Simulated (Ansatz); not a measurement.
**Effect of Mg on a H site (antisite), symmetric start on MgH2**

Take a 12-atom supercell of MgH2 in the rutile structure (space group P4_2/mnm, No. 136; a = 4.517 Å, c = 3.013 Å) at its relaxed geometry as the base.

Modification: a neutral Mg on a H site (antisite), symmetric start, atoms relaxed at fixed cell.

Calculations: plane-wave PAW DFT at the PBE level (Ansatz, a first-principles code, 420 eV), scalar-relativistic without spin-orbit coupling. Settings: 6×6×6 k-points, 0.01 eV Fermi–Dirac smearing.

```yaml
pressure: 12.2 GPa (base 0.0 GPa)
energy_gained_by_relaxation: 5.18 eV
shift_of_the_substituted_atom_off_its_lattice_site: 0.56 Å
```

Final structure:

```yaml
crystal:
  lattice:
    - [4.51729, 0.00000, -3.01286]
    - [0.00000, 4.51729, -3.01286]
    - [0.00000, 4.51729, 3.01286]
  atoms:
    - { symbol: Mg, position: [0.87787, 0.00000, 0.87787] }
    - { symbol: Mg, position: [0.03115, 0.50000, 0.53115] }
    - { symbol: Mg, position: [0.53611, 0.71512, 0.82099] }
    - { symbol: Mg, position: [0.53611, 0.28488, 0.25123] }
    - { symbol: Mg, position: [0.24244, 0.00000, 0.24244] }
    - { symbol: H, position: [0.32469, 0.50000, 0.82469] }
    - { symbol: H, position: [0.84137, 0.40657, 0.80210] }
    - { symbol: H, position: [0.84137, 0.96073, 0.24793] }
    - { symbol: H, position: [0.20867, 0.03927, 0.80210] }
    - { symbol: H, position: [0.20867, 0.59343, 0.24793] }
    - { symbol: H, position: [0.61527, 0.00000, 0.61527] }
    - { symbol: H, position: [0.73629, 0.50000, 0.23629] }
```

The magnetic state is the one reached from the starting moments; the real material's order can differ, and small cells can't hold many antiferromagnetic ones. The cell is small, so the values are those of an ordered compound at a high defect concentration; dilute-limit values will differ. The mesh was chosen for an insulator and is coarse for the gapless case. The defect started on the symmetric site and kept its symmetry, so it may sit on a saddle. Seeded moments were not kept for Mg on a H site (antisite). The defect cell is spin-polarised and ends with 0.0 μB.
